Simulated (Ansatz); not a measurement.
Model glasses of amorphous HfO2, 51 to 61 atoms (Hf18O36 before any change). Each row is one cell at a composition chosen by hand, melted whole on the CHGNet potential with the anions pushed apart under 1.9 Å, quenched within some picoseconds, far faster than a real film, and relaxed with PBE, scalar-relativistic without spin-orbit coupling (plane waves to 420 eV, PAW; Ansatz, a quantum-chemistry and plane-wave program). Each is the lower in DFT energy of 2 quenches. Cycles of charging and discharging were tried on the cells ahead of these points, and a cell that came back lower was taken. The column on the box says what of it was relaxed with the atoms; held means as the quench left it. Cells that kept moments or hold spare charge are left out, and those that charging annealed.

From the neutral cell one electron is taken away, or one added, and the atoms relax (PBE, the zone centre alone, moment held at 1 μB, uniform background; no image-charge correction, which leaves W too low where the charge is localised). W = E(+1) + E(−1) − 2 E(0) is the cost of moving an electron from one such cell to another; the spacing parts the highest filled and lowest empty level of the neutral cell, which ran without spin polarisation.

Formal charges balance in every cell (each cation at its usual highest valence, Cu and Ag at +1, Sb at +3, H at +1, O at −2, N at −3, F and Cl at −1). R− and R+ are the energies that the atoms' relaxation gave back after the electron was added or removed.

```
cell                    change     box  spacing (eV)  R− (eV)  R+ (eV)  spacing − R− − R+ (eV)    W (eV)
----------  ------------------  ------  ------------  -------  -------  ----------------------  --------
Hf18O38Ge          +1 Ge, +2 O  volume          3.26     0.20     0.43                    2.63      2.84
Hf18O41Nb2         +2 Nb, +5 O    held          3.30     0.36     0.21                    2.73      3.02
Hf18O39Ga2         +2 Ga, +3 O    held          3.57     0.17     0.31                    3.09      3.21
Hf14O34La4  −4 Hf, +4 La, −2 O  volume          3.92     0.45     0.25                    3.22      3.25
Hf18O37Sr          +1 O, +1 Sr    held          3.85     0.32     0.19                    3.34      3.43
Hf12O33La6  −6 Hf, +6 La, −3 O  volume          3.97     0.11     0.32                    3.54      3.56
Hf18O39Al2         +2 Al, +3 O   shape          4.07     0.18     0.31                    3.58  withheld
Hf18O39B2           +2 B, +3 O    held          4.31     0.41     0.20                    3.70      3.73
```

Fit a straight line of the last column on the one before it through the 7 full rows, and predict the withheld value for Hf18O39Al2.

Means: x = 3.179, y = 3.291. Slope = Σ(Δx Δy) / Σ(Δx²) = 0.7230 / 0.9403 = 0.769; intercept = 3.291 − (0.769) × 3.179 = 0.846 eV; r.m.s. residual 0.044 eV. Prediction: 0.846 + (0.769) × 3.58 = 3.60 eV. The run gave 3.69 eV, a miss of 0.09 eV, more than twice the residual.

What would a slope of 1 with no intercept mean?

That adding and removing an electron at fixed atoms costs just the level spacing, as it does for levels spread over a large cell, so that W follows by bookkeeping. The fit has 0.769 and 0.846 eV; a departure holds the carrier's repulsion on its site, which raises W, and the uncorrected background, which lowers it.

In Hf18O38Ge the spacing lies under 0.8 of the table's widest and a localised level on an atom of the host, not next to a guest, bounds it: there a defect of the quenched network is a likely cause.
